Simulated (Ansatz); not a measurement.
**HgS: isotropic strain −3.81 %**

Take HgS (space group P3_221, No. 154; a = 4.467 Å, c = 9.759 Å; made of chains) as the base.

One thing is altered: every lattice vector is shortened by 3.81 %; the atoms relax in the strained cell.

All numbers come from PBE in Ansatz (plane waves to 420 eV, PAW, no SOC), earlier PAW set. Settings: 9×9×4 k-points, 0.05 eV Fermi–Dirac smearing.

```json
[
 {"quantity": "volume per atom", "base": "28.10 Å³", "changed": "25.01 Å³", "shift": "-3.09 Å³"},
 {"quantity": "space group", "base": "P3_221 (No. 154)", "changed": "P3_221 (No. 154)", "shift": "–"},
 {"quantity": "shortest interatomic distance", "base": "4.485 bohr", "changed": "4.513 bohr", "shift": "+0.028 bohr"},
 {"quantity": "energy relative to the base (free energy F)", "base": "0 meV/atom", "changed": "+12 meV/atom", "shift": "+12 meV/atom"},
 {"quantity": "band gap", "base": "1.83 eV", "changed": "1.50 eV", "shift": "-0.33 eV"},
 {"quantity": "gap character", "base": "indirect, Γ–A (67 % along) → Γ", "changed": "indirect, k = (0, 0.111, 1/4) in the run's primitive reciprocal basis → Γ", "shift": "–"},
 {"quantity": "smallest direct gap", "base": "1.87 eV", "changed": "1.53 eV", "shift": "-0.34 eV"},
 {"quantity": "width of the top valence band", "base": "0.56 eV", "changed": "0.74 eV", "shift": "+0.189 eV"},
 {"quantity": "electron mass", "base": "0.43 mₑ along c, 1.2 mₑ across (at Γ)", "changed": "0.42 mₑ along c, 1.2 mₑ across (at Γ)", "shift": "–"},
 {"quantity": "largest internal atomic displacement", "base": "–", "changed": "0.173 Å", "shift": "–"}
]
```

Final structure:

```yaml
crystal:
  lattice:
    - [4.29655, 0.00000, 0.00000]
    - [-2.14828, 3.72093, 0.00000]
    - [0.00000, 0.00000, 9.38726]
  atoms:
    - { symbol: Hg, position: [0.72927, 0.00000, 0.66667] }
    - { symbol: Hg, position: [0.00000, 0.72927, 0.33333] }
    - { symbol: Hg, position: [0.27073, 0.27073, 0.00000] }
    - { symbol: S, position: [0.48370, 0.00000, 0.16667] }
    - { symbol: S, position: [0.00000, 0.48370, 0.83333] }
    - { symbol: S, position: [0.51630, 0.51630, 0.50000] }
```

Spin-orbit coupling, missing from the scalar runs, can matter with Hg. Effective masses come from finite differences of ±0.01 Å⁻¹. Stability against distortions was not tested. No dispersion term is included, though the crystal is made of layers, chains or molecules, so its spacings can come out too wide.

Ansatz is an electronic-structure program.
